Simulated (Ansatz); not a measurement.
Functionals compared on O on the 1x1 (111) surface of fcc Al, one in a 2x2 cell, started at the site 'bridge Al-Al (span 2.9 Å)', in Ansatz (plane waves, PAW). The structure was relaxed with PBE; the other rows are single points on it, each with its references at the same level. Cutoff 420 eV (500 eV for r2SCAN).

Model: 17-atom slab, 7.0 Å thick at the start under the adsorbate (thin: gaps and levels are the slab's own), 6x6x1 mesh, Fermi-Dirac 0.1 eV, dipole correction, 8 atoms held, the rest relaxed; start symmetry kept, larger cells not searched; spin-polarised, no spin-orbit, no U, no dispersion correction. The starting moment vanished. At the end it is bonded to 3 Al. In PBE it is, or lies within 0.03 eV of, the lowest of the starts that converged. These notes are the PBE run's. r2SCAN: The program's check for a lower electronic state was not made. Adsorption energies are against ½ O2(g). A negative adsorption energy means that the adsorbate is more stable on the surface than in its reference.

```
functional  adsorption energy (eV)  work function of the top face (eV)  change of the work function (eV)  magnetic moment of the cell (μB)           rough cost of the single point
----------  ----------------------  ----------------------------------  --------------------------------  --------------------------------  ---------------------------------------
PBE                          -4.27                                3.96                             -0.07                              0.00                                        –
RPBE                         -4.00                                3.86                             -0.10                              0.00   about 60 core-seconds (a rough figure)
r2SCAN                       -4.62                                3.97                             -0.11                              0.00  about 3.0 core-minutes (a rough figure)
```

Ansatz is a program for electronic structure.
